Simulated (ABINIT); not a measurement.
Worked example: self-consistent single point of CuSn3 (P6_3/mmc, 8 atoms in the cell) in ABINIT

Method: PBEsol, PAW (JTH v2.0 PBE PAW, files made for PBE) (plane waves; ABINIT 10.0.3).

Input:

```
# CuSn3, JTH v2.0 PBE PAW
pp_dirpath "./"
pseudos "Cu.GGA_PBE-JTH.xml, Sn.GGA_PBE-JTH.xml"
acell 3*1.0
rprim
        12.5154290003    0.0000000826    0.0000000000
        -6.2577145717   10.8386794123    0.0000000000
         0.0000000000    0.0000000000    9.4577202058
natom 8
ntypat 2
znucl 29 50
typat 1 1 2 2 2 2 2 2
xred
         0.6666666667    0.3333333333    0.2500000000
         0.3333333333    0.6666666667    0.7500000000
         0.3446900000    0.1723450000    0.7500000000
         0.6553100000    0.8276550000    0.2500000000
         0.1723450000    0.3446900000    0.2500000000
         0.8276550000    0.6553100000    0.7500000000
         0.8276550000    0.1723450000    0.7500000000
         0.1723450000    0.8276550000    0.2500000000
ecut 816 eV
pawecutdg 1633 eV
pawxcdev 0
ixc -116133
occopt 7
tsmear 0.1 eV
nband 76
kptopt 1
ngkpt 3 3 4
nshiftk 1
shiftk 0 0 0
nstep 100
tolvrs 1.0e-10
prtwf 0
prtden 0
```

Log, with long lists cut:

```
 Symmetries : space group P6_3/m m c (#194); Bravais hP (primitive hexag.)

 -outvars: echo values of preprocessed input variables --------
            acell      1.0000000000E+00  1.0000000000E+00  1.0000000000E+00 Bohr
             ecut      2.99874495E+01 Hartree
              ixc     -116133
         kptrlatt        3    0    0      0    3    0      0    0    4
          kptrlen      3.75462870E+01
            natom           8
            nband          76
            ngfft          64      64      48
          ngfftdg          90      90      72
             nkpt           9
            nstep         100
             nsym          24
           ntypat           2
           occopt           7
        pawecutdg      6.00116484E+01 Hartree
         pawxcdev           0
            rprim      1.2515429000E+01  8.2600000000E-08  0.0000000000E+00
                      -6.2577145717E+00  1.0838679412E+01  0.0000000000E+00
                       0.0000000000E+00  0.0000000000E+00  9.4577202058E+00
          spgroup         194
           tolvrs      1.00000000E-10
           tsmear      3.67493254E-03 Hartree
            typat      1  1  2  2  2  2  2  2
           useylm           1
             xred      6.6666666667E-01  3.3333333333E-01  2.5000000000E-01
                       3.3333333333E-01  6.6666666667E-01  7.5000000000E-01
                       3.4469000000E-01  1.7234500000E-01  7.5000000000E-01
                       6.5531000000E-01  8.2765500000E-01  2.5000000000E-01
                       1.7234500000E-01  3.4469000000E-01  2.5000000000E-01
                       8.2765500000E-01  6.5531000000E-01  7.5000000000E-01
                       8.2765500000E-01  1.7234500000E-01  7.5000000000E-01
                       1.7234500000E-01  8.2765500000E-01  2.5000000000E-01
            znucl       29.00000   50.00000

== DATASET  1 ==================================================================

 Real(R)+Recip(G) space primitive vectors, cartesian coordinates (Bohr,Bohr^-1):
 R(1)= 12.5154290  0.0000001  0.0000000  G(1)=  0.0799014  0.0461311  0.0000000
 R(2)= -6.2577146 10.8386794  0.0000000  G(2)= -0.0000000  0.0922622  0.0000000
 R(3)=  0.0000000  0.0000000  9.4577202  G(3)=  0.0000000  0.0000000  0.1057337
 Unit cell volume ucvol=  1.2829466E+03 bohr^3
 Angles (23,13,12)=  9.00000000E+01  9.00000000E+01  1.20000000E+02 degrees

 Coarse grid specifications (used for wave-functions):

 getcut: wavevector=  0.0000  0.0000  0.0000  ngfft=  64  64  48
         ecut(hartree)=     29.987   => boxcut(ratio)=   2.05883

 Fine grid specifications (used for densities):

 getcut: wavevector=  0.0000  0.0000  0.0000  ngfft=  90  90  72
         ecut(hartree)=     60.012   => boxcut(ratio)=   2.06229

   2.79076261E+04                                ecore*ucvol(ha*bohr**3)

_setup2: Arith. and geom. avg. npw (full set) are   10060.750   10060.742

--- !BeginCycle
solver: {iscf: 17, nstep: 100, nline: 4, wfoptalg: 10, }
tolerances: {tolvrs: 1.00E-10, }
...

     iter   Etot(hartree)      deltaE(h)  residm     nres2
 ETOT  1  -809.44413492261    -8.094E+02 4.728E+00 1.072E+02
 ETOT  2  -814.52688866373    -5.083E+00 8.619E-02 2.564E+02
 ETOT  3  -813.92037828521     6.065E-01 1.547E-01 1.059E+01
 ETOT  4  -813.91537009048     5.008E-03 1.897E-02 8.835E-01
 ETOT  5  -813.91641076918    -1.041E-03 3.426E-03 1.081E+00
 ETOT  6  -813.91613989057     2.709E-04 2.339E-03 7.132E-01
   [... 6 lines left out ...]
 ETOT 13  -813.91532234138     2.404E-09 1.847E-03 3.315E-07
 ETOT 14  -813.91532234082     5.562E-10 8.742E-04 4.243E-09
 ETOT 15  -813.91532234083    -2.274E-12 6.720E-04 7.808E-09
 ETOT 16  -813.91532234081     1.990E-11 2.747E-04 1.222E-10
 ETOT 17  -813.91532234082    -1.262E-11 1.889E-04 4.015E-11

 At SCF step   17       nres2   =  4.02E-11 < tolvrs=  1.00E-10 =>converged.

 Cartesian components of stress tensor (hartree/bohr^3)
  sigma(1 1)=  1.61823852E-04  sigma(3 2)=  0.00000000E+00
  sigma(2 2)=  1.61823851E-04  sigma(3 1)=  0.00000000E+00
  sigma(3 3)= -8.54226357E-05  sigma(2 1)=  2.57444770E-14

 ----iterations are completed or convergence reached----

 reduced coordinates (array xred) for    8 atoms
       0.666666666667      0.333333333333      0.250000000000
       0.333333333333      0.666666666667      0.750000000000
       0.344690000000      0.172345000000      0.750000000000
       0.655310000000      0.827655000000      0.250000000000
       0.172345000000      0.344690000000      0.250000000000
       0.827655000000      0.655310000000      0.750000000000
       0.827655000000      0.172345000000      0.750000000000
       0.172345000000      0.827655000000      0.250000000000
 cartesian forces (eV/Angstrom) at end:
    1     -0.00000000000000    -0.00000000000000    -0.00000000000000
    2      0.00000000000000    -0.00000000000000    -0.00000000000000
    3      0.24014068892541     0.13864529350700    -0.00000000000000
    4     -0.24014068892541    -0.13864529350700     0.00000000000000
    5     -0.00000000183008     0.27729058384349     0.00000000000000
    6      0.00000000183008    -0.27729058384349     0.00000000000000
    7     -0.24014069075549     0.13864529033649     0.00000000000000
    8      0.24014069075549    -0.13864529033649     0.00000000000000
 frms,max,avg= 1.3864529E-01 2.7729058E-01   0.000E+00  0.000E+00  0.000E+00 e/A
 length scales=  1.000000000000  1.000000000000  1.000000000000 bohr
              =  0.529177208590  0.529177208590  0.529177208590 angstroms
 Fermi (or HOMO) energy (hartree) =   0.23719   Average Vxc (hartree)=  -0.38819
 Eigenvalues (hartree) for nkpt=   9  k points:
 kpt#   1, nband= 76, wtk=  0.02778, kpt=  0.0000  0.0000  0.0000 (reduced coord)
  -3.88388   -3.88388   -2.32386   -2.32386   -2.32386   -2.32386   -2.32308   -2.32308
  -0.55719   -0.55688   -0.55688   -0.55608   -0.55551   -0.55461   -0.55461   -0.55427
  -0.55419   -0.55419   -0.55349   -0.55323   -0.55323   -0.55063   -0.55042   -0.55042
   [... 7 lines left out ...]
      occupation numbers for kpt#   1
   2.00000    2.00000    2.00000    2.00000    2.00000    2.00000    2.00000    2.00000
   2.00000    2.00000    2.00000    2.00000    2.00000    2.00000    2.00000    2.00000
   2.00000    2.00000    2.00000    2.00000    2.00000    2.00000    2.00000    2.00000
   [... 7 lines left out ...]
 prteigrs : prtvol=0 or 1, do not print more k-points.

--- !EnergyTerms
comment             : Components of total free energy in Hartree
kinetic             :  9.22738501118473E+01
hartree             :  2.60692370519074E+02
xc                  : -4.62165748923115E+01
Ewald energy        : -4.97254597770585E+02
psp_core            :  2.17527576259415E+01
local_psp           : -6.74304001395283E+02
spherical_terms     :  2.91414372964351E+01
internal            : -8.13914758504881E+02
'-kT*entropy'       : -5.65885505088988E-04
total_energy        : -8.13915324390386E+02
total_energy_eV     : -2.21477623215232E+04
...

-Cartesian components of stress tensor (GPa)         [Pressure= -2.3363E+00 GPa]
- sigma(1 1)=  4.76102129E+00  sigma(3 2)=  0.00000000E+00
- sigma(2 2)=  4.76102128E+00  sigma(3 1)=  0.00000000E+00
- sigma(3 3)= -2.51322029E+00  sigma(2 1)=  7.57428535E-10

 Calculation completed.
```

The run converged in 17 iterations.

The starting cell comes from a database of computed structures (which also holds hypothetical and non-ambient phases and stackings), without a prior relaxation at this level. Spin polarisation is off. The potentials were made for another functional than the one used.

Cost on one core of a shared machine: roughly 10 min.
